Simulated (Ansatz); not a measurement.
A relaxation of the atoms of CoGe (R3, 8 atoms in the cell) with Ansatz (a first-principles code).

Method: LDA (PW92), default PAW files made with PBE (plane waves; Ansatz).

The change in words: one atom moved by 0.15 angstrom; relax: default → atoms; relax.f_tol: default → 0.05 eV/Å. Reference geometry:
```xyz
8
Lattice="4.5932 0.0000 0.0000 0.0000 4.5932 0.0000 0.0000 0.0000 4.5932" Properties=species:S:1:pos:R:3 pbc="T T T"
Co     0.6285     0.6285     0.6285
Co     1.6681     3.9647     2.9251
Co     2.9251     1.6681     3.9647
Co     3.9647     2.9251     1.6681
Ge     3.8574     3.8574     3.8574
Ge     3.0324     0.7358     1.5608
Ge     1.5608     3.0324     0.7358
Ge     0.7358     1.5608     3.0324
```

Reference input (self-consistent single point, DFT, LDA (PW92), plane waves, default PAW files made with PBE): basis.ecutwfc = 420 eV; kpoints.mp_grid.grid = 7 7 7; hamiltonian.xc = lda; hamiltonian.pseudopotentials = {kind: paw} (the program's default PAW files); scf.occupations.method = fermi_dirac; scf.occupations.width = 0.1 eV. This run's input differs from it in these lines:

```diff
@@ -7,3 +7,3 @@
   atoms:
-    - { symbol: Co, position: [0.136830, 0.136830, 0.136830] }
+    - { symbol: Co, position: [0.155684, 0.155684, 0.155684] }
     - { symbol: Co, position: [0.363170, 0.863170, 0.636830] }
@@ -28,2 +28,4 @@
     width: 0.1 eV
+relax:
+  f_tol: 0.05
 output:
```

Log, with long lists cut:

```
   [... SCF lines of the steps left out ...]
relax step   1: F+E_penalty+E_count = -37116.42751128 eV  Δ(F+E_penalty+E_count) = +0.000e0 eV  max|allowed force component| = 6.170e-1 eV/Å  Δτ_max = 0.0000 Å  (6 SCF iters, dr2 threshold 6.25e-5 eV, accepted)
relax step   2: F+E_penalty+E_count = -37116.47102770 eV  Δ(F+E_penalty+E_count) = -4.352e-2 eV  max|allowed force component| = 4.505e-1 eV/Å  Δτ_max = 0.0416 Å  (6 SCF iters, dr2 threshold 2.38e-5 eV, accepted)
relax step   3: F+E_penalty+E_count = -37116.52553609 eV  Δ(F+E_penalty+E_count) = -5.451e-2 eV  max|allowed force component| = 2.613e-2 eV/Å  Δτ_max = 0.1143 Å  (6 SCF iters, dr2 threshold 1.27e-5 eV, accepted)
relax step   4: F+E_penalty+E_count = -37116.52554246 eV  Δ(F+E_penalty+E_count) = -6.370e-6 eV  max|allowed force component| = 2.637e-2 eV/Å  Δτ_max = 0.0000 Å  (6 SCF iters, accepted)
the relaxation is at rest under the 3 symmetry operations that the run kept from its start: a minimum is not shown …
Free energy (F): -37116.525542 eV
Internal energy: -37116.411586 eV  (E = F + TS)
E sigma→0 (E₀):  -37116.468564 eV
Entropy (-TS):   -0.113956 eV (-14.245 meV/atom)
Fermi energy:    17.317045 eV
--- Forces (eV/Å), atoms counted from 1 ---
  atom   1  Co    -0.00511890    -0.00511890    -0.00511890
  atom   2  Co    -0.00034872     0.02636835     0.00275069
  atom   3  Co     0.00275069    -0.00034872     0.02636835
  atom   4  Co     0.02636835     0.00275069    -0.00034872
  atom   5  Ge    -0.00894464    -0.00894464    -0.00894464
   [... lines left out ...]
    - { symbol: Ge, position: [0.840900937308147, 0.840900937308147, 0.840900937308147] }
    - { symbol: Ge, position: [0.6640490359292335, 0.16415564319799786, 0.3406627690524716] }
    - { symbol: Ge, position: [0.3406627690524716, 0.6640490359292335, 0.16415564319799786] }
    - { symbol: Ge, position: [0.16415564319799786, 0.3406627690524716, 0.6640490359292335] }
```

The run converged.  The full log also holds: “iter 5 did not close the SCF: its close was put off for the readings that it lacked (scf_convergence_deferred on its scf_iter line)”. The full log also holds: “iter 4 did not close the SCF: its close was put off for the readings that it lacked (scf_convergence_deferred on its scf_iter line)”.

Summary of the result:
```
Item                                                     Result
-----------------------------------------------  --------------
Free energy E − TS (on the zero of these files)  -37116.5255 eV
Fermi level (on the code's own zero)                   17.32 eV
Pressure                                              -7.45 GPa
Largest force (vector length)                        0.027 eV/Å
Relaxation steps                                              4
```

The starting cell comes from a database of computed structures (which also holds hypothetical and non-ambient phases and stackings), without a prior relaxation at this level. Its lattice was rescaled by up to half a per cent. For this run, on top of that: one atom moved by 0.15 angstrom. Spin polarisation is off. The relaxation keeps the symmetry of its start, so its end need not be a minimum. Ansatz's pressure includes its estimate of the finite-basis (Pulay) stress.

Cost on one core of a shared machine: roughly 3 min.

Keys are those of Ansatz 0.2.
